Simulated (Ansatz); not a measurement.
## Amorphous Si24O48Zn

Preparation: random packing, a CHGNet melt and quench, and a DFT relaxation. O atoms were pushed apart under 1.9 Å during the dynamics, to hinder bonds among them. The hot cell started wider than the set density and was brought back towards it in steps. It is the lowest in DFT energy of 2 quenches. It is a model cell: composition and starting density were chosen by hand, and all elements were melted together. No dispersion term was used.

Methods: PBE, scalar-relativistic without spin-orbit coupling (Ansatz, a quantum-chemistry and plane-wave program); r2SCAN, scalar-relativistic without spin-orbit coupling (Ansatz); HSE06, scalar-relativistic without spin-orbit coupling (Ansatz). Geometry, pressure, stress and energy are those of the PBE run. Its sampling: a 2×2×2 Γ-centred mesh; Fermi-Dirac width 0.02 eV; no spin polarisation. Other functionals are single points at the zone centre (r2SCAN at 500 eV; exact exchange cut at the cell's faces), free to take moments where seeds were set. The usual formal charges leave 2 electrons over, so the level spacing at the Fermi energy parts defect or band states and needn't be the band gap. At PBE the levels at the filled edge of the gap are localised (band-tail or defect states), and the nearest spread-out levels lie 5.1 eV apart at the zone centre.

| Item | Result |
|---|---|
| Number of atoms in the cell | 73 |
| Density (volume relaxed, without dispersion) | 2.29 g/cm³ |
| Volume per atom | 15.00 Å³ |
| Pressure on a 2×2×2 Γ-centred mesh | -0.03 GPa |
| Largest force and stress component on that mesh (the relaxation ran on the zone centre alone) | 0.14 eV/Å and 2.9 GPa |
| Level spacing at the Fermi energy on a 2×2×2 Γ-centred mesh (PBE) | 1.95 eV |
| Level spacing at the Fermi energy at the zone centre (PBE) | 2.06 eV |
| Level spacing at the Fermi energy at the zone centre (r2SCAN) | 2.49 eV |
| Level spacing at the Fermi energy at the zone centre (HSE06) | 3.03 eV |

Bonds are counted up to Si-Si 2.60 Å, Si-O 1.98 Å, Si-Zn 2.56 Å, O-O 1.58 Å, O-Zn 2.26 Å, Zn-Zn 2.68 Å. Two cations that share two anions don't count as bonded, nor two that share one unless they lie closer than Si-Si 2.38 Å, Si-Zn 2.49 Å, Zn-Zn 2.61 Å.

The mean coordination of Si by anions is 4.00 (24 with 4); 1 close contacts or bonds to cations besides and the mean coordination of O is 2.02 (47 with 2, 1 with 3). The mean coordination of Zn by anions is 1.00 (1 with 1); 1 close contacts or bonds to cations besides and the mean Si-O bond is 1.647 Å (spread 0.043 Å, 96 counted). The bond angle at Si comes out as mean 109.3°, spread 9.0°.

Its density started from a set value of 2.28 g/cm³. The quench (nominally 320 K/ps over its main leg) was far faster than any real one, so the model tends to hold more defects than a real film. One small periodic cell is one sample of the glass; other quenches scatter about these values. The volume was free in the relaxation, at fixed shape. Stress components on the final sampling reach 2.9 GPa. On a 2×2×2 Γ-centred mesh force components of up to 0.14 eV/Å stay, since the relaxation ran on the zone centre alone.
